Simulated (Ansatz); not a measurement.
The reference is MgO in the rock salt structure (space group Fm-3m, No. 225).

```
CELL_PARAMETERS angstrom
      0.00000     2.10705     2.10705
      2.10705     0.00000     2.10705
      2.10705     2.10705     0.00000
ATOMIC_POSITIONS crystal
  Mg 0.00000 0.00000 0.00000
  O  0.50000 0.50000 0.50000
```

Cartesian axes are those of the cell as printed.

All numbers come from Ansatz (a quantum-chemistry and plane-wave program), PBEsol, PAW, cutoff 420 eV, no spin-orbit coupling.

It is then changed as follows: a pure shear with ε_xy = ε_yx = 0.0086; the atoms relax in the strained cell.

Task: Predict the stress tensor and what it implies for the stiffness.

Result: Stress of the strained cell less that of the base (GPa, compression positive):
```
   0.03   -2.48    0.00
  -2.48    0.03    0.00
   0.00    0.00   -0.03
```

Then −Δσ/γ with γ = 2ε = 0.0172 gives relaxed-ion elastic constants: C66 ≈ 144 GPa.

Stability against distortions was not tested.
